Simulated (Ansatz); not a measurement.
Here is the system:

```xyz
3
Lattice="0.0000 2.7971 2.7971 2.7971 0.0000 2.7971 2.7971 2.7971 0.0000" Properties=species:S:1:pos:R:3 pbc="T T T"
Hg     0.0000     0.0000     0.0000
F      1.3985     1.3985     1.3985
F      4.1956     4.1956     4.1956
```

No spin polarisation.

Computed with plane-wave PAW DFT at the PBEsol level (Ansatz, a program for electronic structure, 420 eV), without spin-orbit coupling. Γ-centred 10×10×10 mesh, Fermi–Dirac width 0.05 eV.

Task: Predict the width of the top valence band.

Result: 0.23 eV.

Task: What electron mass does the calculation give?

Result: 0.26 mₑ (at Γ).

Task: Predict the gap character.

Result: Direct at Γ.

Task: Estimate the band gap.

Result: 0.80 eV.

Spin-orbit coupling, missing from the scalar runs, can matter with Hg. The cells carry an imposed strain or load. Effective masses come from finite differences of ±0.01 Å⁻¹. Whether these cells are dynamically stable was not tested. The cell was made from HgF2 in the fluorite structure (space group Fm-3m, No. 225) by this change: isotropic strain +1.00 %.
